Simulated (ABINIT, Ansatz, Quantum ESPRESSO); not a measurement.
**One structure in several programs: Mo (Im-3m, 1 atom in the cell)**

Self-consistent single point.

```
CELL_PARAMETERS angstrom
     -1.57500     1.57500     1.57500
      1.57500    -1.57500     1.57500
      1.57500     1.57500    -1.57500
ATOMIC_POSITIONS crystal
  Mo 0.00000 0.00000 0.00000
```

Shared settings, as Ansatz (a quantum-chemistry and plane-wave program) writes them: kpoints.mp_grid.grid = 10 10 10; magnetization.spin_orbit = true; scf.occupations.method = gaussian; scf.occupations.width = 0.0037 Ry. Potentials and cutoffs stand in the table.

```json
[
 {"code": "Ansatz", "model": "PBE with spin-orbit coupling, default PAW files", "pressure (GPa)": "2.16", "cutoff": "default"},
 {"code": "ABINIT", "model": "PBE, spin-orbit coupling, PAW (JTH v2.0 PBE PAW)", "pressure (GPa)": "2.52", "cutoff": "20 Ha"},
 {"code": "Quantum ESPRESSO", "model": "PBE, spin-orbit coupling, PSlibrary fully relativistic ultrasoft (PBE, semicore) pseudopotentials", "pressure (GPa)": "1.41", "cutoff": "55 Ry"}
]
```

The spread over the programs that give each value: pressure within 1.11 GPa.

Ansatz's pressure is given at a fixed set of plane waves, as the other plane-wave codes print theirs; with its correction for the finite basis it is 2.20 GPa.

The starting cell has typed, rounded lattice constants, without a prior relaxation at this level.

Left out of this page: Elk, FLEUR and SIESTA (not drawn, or without a comparable value).

Keys are those of Ansatz 0.2.
